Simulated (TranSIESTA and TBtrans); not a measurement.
Run with TranSIESTA and TBtrans (open boundaries, self-consistent; PseudoDojo norm-conserving potentials, scalar-relativistic): PAO.BasisSize DZP, PAO.EnergyShift 0.15 eV, XC.Authors PBE, Mesh.Cutoff 200 Ry, ElectronicTemperature 300 K, TS.Voltage 0.0 eV, TBT.Elecs.Eta 0.001 eV, no spin polarisation.

System: In chain with one Se atom in place of In. Leads: straight In chain, spacing 2.9 Å. Geometry: 3 atoms about the centre moved by SIESTA (PBE, DZP) to a largest force of 0.03 eV/Å, all others as built, motion along the axis alone. Transport runs along z; the first 4 and the last 4 of the 15 atoms are the lead cells, repeated to infinity.

```xyz
15
Lattice="9.000 0.000 0.000 0.000 9.000 0.000 0.000 0.000 42.900" Properties=species:S:1:pos:R:3 pbc="F F T"
In     4.500     4.500     0.000
In     4.500     4.500     2.900
In     4.500     4.500     5.800
In     4.500     4.500     8.700
In     4.500     4.500    11.600
In     4.500     4.500    14.500
In     4.500     4.500    17.445
Se     4.500     4.500    19.991
In     4.500     4.500    22.542
In     4.500     4.500    25.500
In     4.500     4.500    28.400
In     4.500     4.500    31.300
In     4.500     4.500    34.200
In     4.500     4.500    37.100
In     4.500     4.500    40.000
```

Problem. Predict: conductance at 300 K (G0 = 2e²/h); thermopower (μV/K); mean T from −0.5 to 0.5 eV.

Solution. conductance at 300 K (G0 = 2e²/h): 1.50; thermopower (μV/K): -5.8; mean T from −0.5 to 0.5 eV: 1.17. The straight chain is held at its spacing; free chains may zigzag or dimerise. No spin-polarised start was tried, so a magnetic state, if there is one, is missed.
